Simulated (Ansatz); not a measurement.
Antifluorite K2S, treated with revPBE (Ansatz, a quantum-chemistry and plane-wave program, PAW).

Run with plane-wave cutoff 520 eV, 8×8×8 k mesh, Fermi–Dirac smearing 0.01 eV, scalar-relativistic PAW data made under PBE.

Properties against volume:

```json
[
 {"V (Å³/atom)": "34.332", "P (GPa)": "1.12", "direct gap at Γ (eV)": "2.758", "smallest gap on the k mesh (eV)": "2.578"},
 {"V (Å³/atom)": "35.063", "P (GPa)": "0.70", "direct gap at Γ (eV)": "2.685", "smallest gap on the k mesh (eV)": "2.523"},
 {"V (Å³/atom)": "35.793", "P (GPa)": "0.33", "direct gap at Γ (eV)": "2.615", "smallest gap on the k mesh (eV)": "2.469"},
 {"V (Å³/atom)": "36.524", "P (GPa)": "-0.01", "direct gap at Γ (eV)": "2.548", "smallest gap on the k mesh (eV)": "2.416"},
 {"V (Å³/atom)": "37.254", "P (GPa)": "-0.31", "direct gap at Γ (eV)": "2.483", "smallest gap on the k mesh (eV)": "2.365"},
 {"V (Å³/atom)": "37.985", "P (GPa)": "-0.58", "direct gap at Γ (eV)": "2.421", "smallest gap on the k mesh (eV)": "2.316"},
 {"V (Å³/atom)": "38.715", "P (GPa)": "-0.82", "direct gap at Γ (eV)": "2.362", "smallest gap on the k mesh (eV)": "2.268"}
]
```

The fundamental gap (2.42 eV at the equilibrium volume, with added k points) lies elsewhere than Γ–Γ.
